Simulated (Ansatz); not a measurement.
WB (Cmcm, No. 63; cell taken from a computed entry), treated with LDA in Ansatz (PAW).

Run with plane-wave cutoff 520 eV, 20×20×20 k mesh, Fermi–Dirac smearing 0.069 eV (set by the program), no spin polarisation, scalar-relativistic PAW data made under PBE.

Cell (relaxed at this level):

```xyz
4
Lattice="1.5672 -4.2038 0.0000 1.5672 4.2038 0.0000 0.0000 0.0000 3.0617" Properties=species:S:1:pos:R:3 pbc="T T T"
B      1.5672    -0.5118     2.2963
B      1.5672     0.5118     0.7654
W      1.5672    -2.9861     2.2963
W      1.5672     2.9861     0.7654
```

Q: Give the computed Voigt–Reuss–Hill bulk modulus, Voigt–Reuss–Hill shear modulus (Hill average), Young modulus and Poisson ratio.

A: 
Voigt–Reuss–Hill bulk modulus: 373 GPa
Voigt–Reuss–Hill shear modulus (Hill average): 209 GPa
Young modulus: 528 GPa
Poisson ratio: 0.264

Note: the relaxation could not lower the start's symmetry, so the cell can be a saddle point above a distorted one.

Elastic constants are with the ions relaxed.

Spin–orbit coupling is not included.

The computed numbers hold no vibrational or temperature effects.

Ansatz is a program for electronic structure.
